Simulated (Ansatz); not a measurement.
# Ga2O3 with two functionals, pressure 15 GPa

Take Ga2O3 (space group C2/m, No. 12; a = 12.456 Å, b = 3.083 Å, c = 5.877 Å, α = γ = 90.00°, β = 103.70°) as the base.

(Cell as relaxed with PBE.)

Levels (all Ansatz, a first-principles code, PAW, earlier PAW set): PBE (420 eV, without spin-orbit coupling); r2SCAN (500 eV, no SOC).

Each level relaxes its own structure.

```csv
base,PBE,r2SCAN
volume per atom,10.96 Å³,10.50 Å³
band gap,2.01 eV,3.03 eV
```

It is then changed as follows: a hydrostatic pressure of 15 GPa.

| quantity | PBE | r2SCAN |
|---|---|---|
| band gap | 2.65 eV | 3.65 eV |
| shift of the gap caused by the change | +0.64 eV | +0.61 eV |
| smallest direct gap | 2.67 eV | 3.67 eV |
| shortest interatomic distance | 1.824 Å | 1.804 Å |

PBE's band gap lies 0.993 eV below r2SCAN's; PBE's shift of the gap caused by the change lies 0.03 eV above r2SCAN's; PBE's smallest direct gap lies 1.00 eV below r2SCAN's; PBE's shortest interatomic distance lies 0.020 Å above r2SCAN's (1.1 %). Neither level is exact; r2SCAN is the comparison here, not a measurement.

Load acts through the strain it causes; cell and atoms are relaxed under it. Whether these cells are dynamically stable was not tested. No other phases were tried under pressure.
